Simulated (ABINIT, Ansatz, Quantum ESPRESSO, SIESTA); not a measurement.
## Code comparison for KRuO3 (Pm-3m, 5 atoms in the cell)

Self-consistent single point.

```
KRuO3
1.0
    3.93928     0.00000     0.00000
    0.00000     3.93928     0.00000
    0.00000     0.00000     3.93928
K Ru O
1 1 3
Direct
  0.50000   0.50000   0.50000
  0.00000   0.00000   0.00000
  0.00000   0.00000   0.50000
  0.50000   0.00000   0.00000
  0.00000   0.50000   0.00000
```

Shared settings, as Ansatz (a quantum-chemistry and plane-wave program) writes them: kpoints.mp_grid.grid = 6 6 6; scf.occupations.method = fermi_dirac; scf.occupations.width = 0.0037 Ry. Potentials and cutoffs stand in the table.

| code | model | pressure (GPa) | cutoff |
|---|---|---|---|
| Quantum ESPRESSO | PBEsol, PseudoDojo standard norm-conserving (PBESOL) pseudopotentials | -9.70 | 85 Ry |
| Ansatz | PBEsol, PAW files made with PBE | -10.03 | 30.9 Ry |
| ABINIT | PBEsol, norm-conserving pseudopotentials (PseudoDojo nc-sr-04 PBEsol standard) | -9.72 | 84 Ry |
| SIESTA | GGA PBEsol, numerical atomic orbitals DZP, PseudoDojo PBEsol standard norm-conserving potentials (rewritten from UPF to PSML) | -5.60 | grid 400 Ry |

On Ansatz's run: spin polarisation is off; with an odd number of electrons in the cell that forces a metal, and a magnetic state may lie lower.

The spread over the programs that give each value: pressure within 4.43 GPa.

SIESTA uses small atom-centred bases, whose incompleteness enters pressures, forces and empty levels differently from a plane-wave cutoff. Ansatz's pressure is given at a fixed set of plane waves, as the other plane-wave codes print theirs; with its correction for the finite basis it is -9.58 GPa (the shift of 0.45 GPa shows how far the cutoff is from converged). In the pressure, SIESTA (by 4.11) lies more than 1 GPa from the median of the plane-wave programs.

On the base mesh (8 8 8) the same programs gave: Ansatz pressure -10.45 GPa; Quantum ESPRESSO pressure -10.14 GPa; ABINIT pressure -10.16 GPa; SIESTA pressure -6.14 GPa.

The values differ from the base mesh's, so the mesh still matters here: the table compares the programs at equal settings.

The starting cell comes from a database of computed structures (which also holds hypothetical and non-ambient phases and stackings), without a prior relaxation at this level.

Left out of this page: GPAW and Elk (not drawn, or without a comparable value); CP2K (on another mesh).

Keys are those of Ansatz 0.2.
